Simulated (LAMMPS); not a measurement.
LAMMPS 22 Jul 2025, classical MD, MEAM (library.meam): Si, 10648 atoms.

```json
{
  "task": "MD, nve",
  "potential": "MEAM, library.meam",
  "copies_of_the_repeat_unit": "11×11×11",
  "shape (slab and sphere leave vacuum in the box)": "bulk",
  "neighbor_skin": "2 Å",
  "neigh_modify": "every 1 delay 0 check yes",
  "newton": "on (default)",
  "atom_modify sort (bins of 2 Å where set)": "1000 (default)",
  "comm_style": "brick (default)",
  "box": "59.7 × 59.7 × 59.7 Å",
  "start": "generated diamond lattice, warmed in an untimed run"
}
```

All runs start from one configuration, warmed at this fixed volume for 1000 steps under a thermostat at 1200 K. The run at the shortest step has a mean temperature of 1200 K and a mean pressure of 3.8 GPa.

Each run covers about 2.0 ps at constant energy (mean temperature 1200 K at the shortest step); σ is the standard deviation over the printed steps. Single runs; times are not shown.

Steps tried: 0.5 fs, 1 fs, 2 fs, 2.5 fs, 4 fs, 5 fs, 8 fs, 10 fs, 16 fs, 20 fs, 32 fs.

Task: Choose the longest time step that keeps σ(total energy)/σ(kinetic energy) under 5 %.

Result: 2.5 fs. The run fails or blows up at 8 fs, 10 fs, 16 fs, 20 fs, 32 fs.

```json
[
 {"time step": "0.5 fs", "σ(E total)/σ(E kinetic)": "0.0010", "last minus first total energy (meV/atom)": "−0.0011", "mean temperature (K)": "1200"},
 {"time step": "1 fs", "σ(E total)/σ(E kinetic)": "0.0040", "last minus first total energy (meV/atom)": "−0.0015", "mean temperature (K)": "1200"},
 {"time step": "2 fs", "σ(E total)/σ(E kinetic)": "0.016", "last minus first total energy (meV/atom)": "+0.022", "mean temperature (K)": "1200"},
 {"time step": "2.5 fs", "σ(E total)/σ(E kinetic)": "0.027", "last minus first total energy (meV/atom)": "+0.051", "mean temperature (K)": "1190"},
 {"time step": "4 fs", "σ(E total)/σ(E kinetic)": "0.074", "last minus first total energy (meV/atom)": "+0.33", "mean temperature (K)": "1180"},
 {"time step": "5 fs", "σ(E total)/σ(E kinetic)": "0.13", "last minus first total energy (meV/atom)": "+0.98", "mean temperature (K)": "1160"},
 {"time step": "8 fs", "σ(E total)/σ(E kinetic)": "stops: Lost atoms", "last minus first total energy (meV/atom)": "—", "mean temperature (K)": "—"},
 {"time step": "10 fs", "σ(E total)/σ(E kinetic)": "stops: Lost atoms", "last minus first total energy (meV/atom)": "—", "mean temperature (K)": "—"},
 {"time step": "16 fs", "σ(E total)/σ(E kinetic)": "stops: Lost atoms", "last minus first total energy (meV/atom)": "—", "mean temperature (K)": "—"},
 {"time step": "20 fs", "σ(E total)/σ(E kinetic)": "stops: Lost atoms", "last minus first total energy (meV/atom)": "—", "mean temperature (K)": "—"},
 {"time step": "32 fs", "σ(E total)/σ(E kinetic)": "stops: Lost atoms", "last minus first total energy (meV/atom)": "—", "mean temperature (K)": "—"}
]
```

The bar is a choice.
